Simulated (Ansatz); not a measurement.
Structure of amorphous Si₂₀P₂O₄₅ (periodic cell):

```xyz
67
Lattice="10.1164 0.0000 0.0000 0.0000 10.1164 0.0000 0.0000 0.0000 10.1164" Properties=species:S:1:pos:R:3 pbc="T T T"
Si     9.1126     4.9463     2.1436
Si     3.3208     9.3450     3.3569
Si     9.2445     9.1348     5.7067
Si     6.8493     2.8361     1.8248
Si     8.5380     5.8139     9.3882
Si     2.1734     8.7168     0.4683
Si     3.0868     3.2652     5.4455
Si     5.7431     8.3342     1.7298
Si     1.3500     0.6431     5.5573
Si     9.2322     8.6450     0.1673
Si     6.4654     9.9139     6.8107
Si     2.7460     0.4664     8.1578
Si     1.4262     7.2278     6.3315
Si     4.0694     8.7302     6.2348
Si     8.2972     7.7690     3.0116
Si     2.3294     3.4424     8.2956
Si     6.9121     0.3949     9.8406
Si     0.1164     4.7455     7.1503
Si     1.0466     5.1159     4.4102
Si     5.2873     1.4932     4.2628
P      3.0299     5.6035     0.3726
P      5.8499     5.4118     0.4897
O      3.8515     0.1219     6.9748
O      0.7454     3.4236     7.8783
O      1.3129     6.6916     4.7777
O      4.5407     2.7692     4.9572
O      2.5223     4.4524     4.5038
O      6.8077     1.8323     0.5400
O      6.8304     8.4684     2.9175
O      2.9808     9.6018     9.4519
O      2.1519     9.2702     2.0068
O      1.1589     5.9813     7.3569
O      2.0624     9.7709     4.4901
O      2.5982     7.0794     0.1030
O      1.9218     2.1418     5.3437
O      9.8619     0.4647     5.2570
O      0.6740     8.7547     9.9398
O      8.5281     7.4310     9.4051
O      8.4743    10.0339     9.9037
O      6.1035     0.7162     5.4737
O      4.2573     8.3646     2.2283
O      2.8850     7.7631     6.8151
O      6.4078     0.5659     8.2921
O      6.0425     6.7330     1.2227
O      1.4064     0.4038     7.2215
O      4.1206     8.5269     4.6367
O      4.2428     0.6458     3.3482
O      8.2942     3.5286     2.1082
O      4.5418     5.5053     9.7683
O      2.8386     1.9862     8.8131
O      0.2091     8.2687     6.5674
O      0.3937     4.8294     2.9461
O      5.8457     4.1731     1.4174
O      6.0367     9.3459     0.4870
O      8.8699     5.1429     7.9566
O      6.9658     5.2430     9.5561
O      8.8795     8.1975     4.4337
O      6.3581     2.1446     3.1855
O      8.2310     6.1286     2.8608
O      7.9980     9.4187     6.6775
O     10.0740     4.5295     5.5376
O      5.5951     8.5050     6.8082
O      9.1644     8.3191     1.7577
O      2.3348     4.6120     9.4890
O      3.2387     3.8272     6.9953
O      9.4027     5.2938     0.5537
O      3.0845     5.1809     1.7724
```

All values below come from PBE, scalar-relativistic without spin-orbit coupling (plane waves to 420 eV, PAW; Ansatz, a quantum-chemistry and plane-wave program).

Preparation: random packing, a CHGNet melt and quench, and a DFT relaxation. O atoms were pushed apart under 1.9 Å during the dynamics, to hinder bonds among them. The hot cell started wider than the set density and was brought back towards it in steps. It is the lowest in DFT energy of 2 quenches. It is a model cell: composition and starting density were chosen by hand, and all elements were melted together. No dispersion term was used. Its density started from a set value of 2.15 and ended at 2.15 g/cm³. Cooling (nominally 140 K/ps over its main leg) ran many orders faster than in experiment, which tends to leave more defects and strain. A cell of this size samples the disorder only roughly. The volume was held where the preparation left it, at a PBE pressure of -0.1 GPa (tension). Stress components on the final sampling reach 3.7 GPa.

Bonds are counted up to Si-Si 2.60 Å, Si-P 2.55 Å, Si-O 1.94 Å, P-P 2.50 Å, P-O 2.08 Å, O-O 1.58 Å. Two cations that share two anions don't count as bonded, nor two that share one unless they lie closer than Si-Si 2.38 Å, Si-P 2.33 Å, P-P 2.29 Å.

Q: Give the coordination numbers, mean bond lengths and angles.

A: 
| Property | Result |
|---|---|
| Mean coordination of Si by anions | 4.05 (19 with 4, 1 with 5) |
| Mean coordination of P by anions | 4.00 (2 with 4) |
| Mean coordination of O | 1.98 (1 with 1, 44 with 2) |
| Mean Si-O bond | 1.645 Å (spread 0.036 Å, 81 counted) |
| Mean P-O bond | 1.555 Å (spread 0.056 Å, 8 counted) |
| Bond angle at Si | mean 109.2°, spread 8.7° |
| Bond angle at P | mean 109.2°, spread 5.8° |
| Bond angle at O | mean 138.8°, spread 12.6° |

Q: Which atoms depart from the most common coordination of their element?

A: Si2 has 5 (O47 1.69 Å, O46 1.72 Å, O33 1.75 Å, O41 1.76 Å, O31 1.79 Å); O67 has 1 (P21 1.46 Å).

Q: List the pairs of like atoms that count as bonded by the rules above.

A: There are none by these rules.
